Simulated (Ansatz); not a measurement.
## How far PBE-D3(BJ) and r2SCAN+rVV10 part for Bi, Bi → Sb

Take Bi in the A7 type structure (space group R-3m, No. 166; a = 4.5332 Å, c = 11.6537 Å (hexagonal axes)) as the base.

(Cell as relaxed with PBE-D3(BJ).)

Levels (all Ansatz, a quantum-chemistry and plane-wave program, PAW): PBE-D3(BJ) (420 eV, no spin-orbit coupling); r2SCAN+rVV10 (500 eV, no spin-orbit coupling).

Each level relaxes its own structure.

```
base                 PBE-D3(BJ)  r2SCAN+rVV10
-------------------  ----------  ------------
volume per atom        34.57 Å³      35.48 Å³
lattice parameter a     4.533 Å       4.521 Å
band gap                   zero          zero
```

Perturbation: Sb takes the place of Bi on all its sites; the structure is relaxed again.

| quantity | PBE-D3(BJ) | r2SCAN+rVV10 |
|---|---|---|
| volume per atom | 29.76 Å³ | 30.67 Å³ |
| c/a ratio | 2.554 | 2.621 |

PBE-D3(BJ)'s volume per atom lies 0.91 Å³ below r2SCAN+rVV10's (3.0 %); PBE-D3(BJ)'s c/a ratio lies 0.067 below r2SCAN+rVV10's. Neither level is exact; r2SCAN+rVV10 is the comparison here, not a measurement.

Spin-orbit coupling, missing from the scalar runs, can matter with Bi and Sb. No phonon test of stability was made.
